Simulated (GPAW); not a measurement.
Pressure against volume in zinc-blende CdTe (space group 216) (GPAW, PBEsol)

```yaml
crystal:
  lattice:
    - [0.00000, 3.14593, 3.14593]
    - [3.14593, 0.00000, 3.14593]
    - [3.14593, 3.14593, 0.00000]
  atoms:
    - { symbol: Cd, position: [0.00000, 0.00000, 0.00000] }
    - { symbol: Te, position: [0.75000, 0.75000, 0.75000] }
```

Method of the run: PBEsol, GPAW PAW datasets PBEsol (made by gpaw-setup) (plane waves; GPAW). Settings: mode = pw; ecut = 585 eV; xc = PBEsol; kpts = 9 9 9; mesh shift (steps) = 0 0 0; occupations.name = fermi-dirac; occupations.width = 0.01 eV; nbands = -6; convergence.forces = 0.001 eV/Å; convergence.bands = -4; symmetry.symmorphic = false; symmetry.tolerance = 0.0005; maxiter = 150. The cell above is the first row's. The rows scale it uniformly. In all rows fractional positions and the k mesh are held.

| V (Å^3/atom) | P (GPa) |
|---|---|
| 31.135 | ? |
| 31.812 | 3.03 |
| 32.488 | 1.90 |
| 33.165 | 0.90 |
| 33.842 | 0.01 |
| 34.519 | -0.79 |
| 35.196 | -1.49 |
| 35.873 | -2.13 |
| 36.550 | -2.69 |

Problem. Using a cubic, estimate the missing P at V = 31.135 from the other rows, showing the fit.

Solution. With u = V - 34.2, the rows have u = -2.3880, -1.7120, -1.0350, -0.3580, 0.3190, 0.9960, 1.6730, 2.3500. Least squares gives P = -0.425 - 1.1682·u + 0.10135·u² - 0.00629·u³. Residuals (row less fit): 0.002, -0.004, 0.000, 0.004, -0.002, 0.004, -0.005, 0.002; standard error 0.004 (degrees of freedom: 4). The fitted pressure is zero at V0 = 33.85, where dP/dV = -1.242, so B0 = -V0·dP/dV = 42.0 GPa. At the withheld row, u = -3.0650, so P = -0.425 - 1.1682 × (-3.0650) + 0.10135 × (-3.0650)² - 0.00629 × (-3.0650)³ = 4.289 GPa. The calculation gives 4.29 GPa, which the fit meets to the printed digits. The row lies outside the fitted rows, so this is an extrapolation. From the scatter of the fitted rows alone, a prediction at this place has a standard error of 0.012 GPa, so the miss is 0.1 times that.

Carrying the step between the two nearest rows on in a straight line would have given 4.16, off by 0.13; series whose last step already gives the withheld value aren't shown. The scan was laid around a cell of about the measured size, scaled by a guess for this functional. The runs keep the symmetry of the cell, so they don't test it for distortions. Spin-orbit coupling is off. Cutoffs and mesh are single choices, not tested for convergence of this quantity. Series with a scatter that would blur these digits, or in which a gap closes, are not shown.
